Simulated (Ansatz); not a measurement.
Zinc-blende BeS was calculated with PBEsol-D3(BJ) (plane waves, PAW; Ansatz, an electronic-structure program).

Numerical settings: plane-wave cutoff 520 eV, 12×12×12 k mesh, Fermi–Dirac smearing 0.01 eV, scalar-relativistic PAW data made under PBE.

The cell is scaled about its equilibrium volume:

```
V (Å³/atom)  P (GPa)  direct gap at Γ (eV)  smallest gap on the k mesh (eV)
-----------  -------  --------------------  -------------------------------
12.951          7.06                 5.514                            2.687
13.226          4.47                 5.533                            2.743
13.502          2.13                 5.549                            2.795
13.777         -0.01                 5.563                            2.845
14.053         -1.95                 5.575                            2.891
14.328         -3.72                 5.585                            2.935
14.604         -5.32                 5.509                            2.977
```

The fundamental gap (2.84 eV at the equilibrium volume, with added k points) lies elsewhere than Γ–Γ.
